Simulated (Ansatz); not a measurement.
```
CELL_PARAMETERS angstrom
     13.50000     0.00000     0.00000
      0.00000    14.00000     0.00000
      0.00000     0.00000     1.61407
ATOMIC_POSITIONS crystal
  C  0.58961 0.50000 0.00000
  C  0.52125 0.59073 0.00000
  C  0.41063 0.55607 0.00000
  C  0.41063 0.44393 0.00000
  C  0.52125 0.40927 0.00000
```

Calculation: PBE (plane waves to 420 eV, PAW; Ansatz, an electronic-structure program). Mesh 1×1×188. No spin polarisation. Isolated but for its images some 11 Å away. A hypothetical model. It keeps the symmetry and period of its start, so it need not be a minimum against all distortions.

Tabulate the two highest filled and two lowest empty levels along the axis, from the valence top.


```csv
k (2π/c),v2 (eV),v1 (eV),c1 (eV),c2 (eV)
0.000,-3.81,-3.81,–,–
0.042,-3.72,-3.72,–,–
0.083,-3.48,-3.48,–,–
0.125,-3.06,-3.06,–,–
0.167,-2.50,-2.50,–,–
0.208,-1.81,-1.81,–,–
0.250,-1.03,-1.03,4.28,–
0.292,-0.28,-0.28,2.24,3.61
0.333,-0.05,-0.05,0.79,2.71
0.375,-1.04,-1.04,0.58,2.97
0.417,-0.93,-0.93,1.24,3.71
0.458,-1.23,-1.23,1.95,4.34
0.500,-1.51,-1.51,2.25,–
```
A dash stands for levels within 1 eV of the vacuum level or above it.
